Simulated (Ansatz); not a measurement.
Response to strain in ScAl3

The parent structure is ScAl3 in the Cu3Au type structure (space group Pm-3m, No. 221; relaxed with 0.1 eV smearing).

```yaml
crystal:
  lattice:
    - [4.03268, 0.00000, 0.00000]
    - [0.00000, 4.03268, 0.00000]
    - [0.00000, 0.00000, 4.03268]
  atoms:
    - { symbol: Sc, position: [0.00000, 0.00000, 0.00000] }
    - { symbol: Al, position: [0.00000, 0.50000, 0.50000] }
    - { symbol: Al, position: [0.50000, 0.00000, 0.50000] }
    - { symbol: Al, position: [0.50000, 0.50000, 0.00000] }
```

Strains are applied to the cell and any free atomic positions relax.

All numbers come from LDA/PAW in Ansatz (a first-principles code), no SOC.

Notes on the quantities. energy relative to the base: free energy F.

```tsv
change	volume per atom	pressure	energy relative to the base
base	16.40 Å³	0.0 GPa	0 meV/atom
isotropic strain +0.60 %	16.69 Å³	-1.7 GPa	+1.6 meV/atom
isotropic strain +1.20 %	16.99 Å³	-3.2 GPa	+6.1 meV/atom
isotropic strain +1.80 %	17.30 Å³	-4.6 GPa	+14 meV/atom
isotropic strain +2.40 %	17.60 Å³	-5.9 GPa	+24 meV/atom
isotropic strain +3.00 %	17.92 Å³	-7.1 GPa	+36 meV/atom
```

No phonon test of stability was made. All final runs are without spin polarisation.
